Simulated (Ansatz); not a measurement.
**SiC (model structure, started from the GeS type, Pnma, No. 62, 8 atoms in the cell)**

Computed with r²SCAN+rVV10 in Ansatz (plane waves, PAW).

Numerical settings: plane-wave cutoff 560 eV, 8×18×16 k mesh (along the axes of the cell as run), Fermi–Dirac smearing 0.05 eV, scalar-relativistic PAW data made under PBE.

Cell (relaxed at this level):

```xyz
8
Lattice="5.7450 0.0000 0.0000 0.0000 3.1234 0.0000 0.0000 0.0000 5.1950" Properties=species:S:1:pos:R:3 pbc="T T T"
Si     0.9180     0.7808     2.0960
Si     1.9544     2.3425     4.6935
Si     4.8269     2.3425     3.0990
Si     3.7905     0.7808     0.5015
C      4.7184     0.7808     2.0725
C      3.8990     2.3425    -0.5250
C      1.0266     2.3425     3.1224
C      1.8459     0.7808     5.7199
```

```
Quantity                                                  Value
-------------------------------------------  ------------------
band gap                                     3.02 eV (indirect)
smallest direct gap on the k points sampled             3.57 eV
```

Note: the relaxation could raise the start's symmetry but not lower it, so the cell can be a saddle point.

The computed numbers hold no vibrational or temperature effects.

A model structure was made by putting elements into a prototype or built by hand; it is no filed structure, need not be a known phase, and can be a saddle point held by its symmetry.

Ansatz is a program for electronic structure.
